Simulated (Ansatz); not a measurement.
The starting structures come from a database of crystals and need not be the phases stable at ambient conditions.

Evanescent states of YScO$_{3}$ (P6_3/mmc, not sure to be the ambient phase, 10 atoms a cell, 13.9 Å³ an atom, -4 GPa at this level) along the normal of (100)

The numbers are results of r2SCAN (plane waves, PAW; Ansatz, a first-principles code), not measurements.

The gap is the functional's own, uncorrected, and κ follows it; spin-orbit coupling is left out. Mid-gap values are interpolated between the computed energies.

Energies count from the valence-band top; κ is the least over a 8×4 mesh across the current.

| E (eV) | κ (1/Å) | where |
|---|---|---|
| 0.09 | 0.173 | off Γ |
| 0.27 | 0.299 | Γ |
| 0.45 | 0.324 | Γ |
| 0.63 | 0.345 | Γ |
| 0.81 | 0.360 | Γ |
| 0.99 | 0.373 | Γ |
| 1.17 | 0.382 | Γ |
| 1.35 | 0.389 | Γ |
| 1.53 | 0.393 | Γ |
| 1.71 | 0.395 | Γ |
| 1.89 | 0.395 | Γ |
| 2.07 | 0.393 | Γ |
| 2.25 | 0.389 | Γ |
| 2.43 | 0.383 | Γ |
| 2.61 | 0.376 | Γ |
| 2.79 | 0.361 | off Γ |
| 2.97 | 0.332 | off Γ |
| 3.15 | 0.299 | off Γ |
| 3.33 | 0.260 | off Γ |
| 3.51 | 0.206 | off Γ |
| 3.69 | 0.106 | off Γ |

### Question
How thick must the barrier be to attenuate the transmission by 10^6 when the electrodes' Fermi level lies at 0.27 eV, and what attenuation does that film give at 3.15 eV?

### Answer
d = 6 ln 10 / (2 × 0.299) = 23.1 Å. At 3.15 eV it gives 6 × 0.299/0.299 = 6.0 decades.
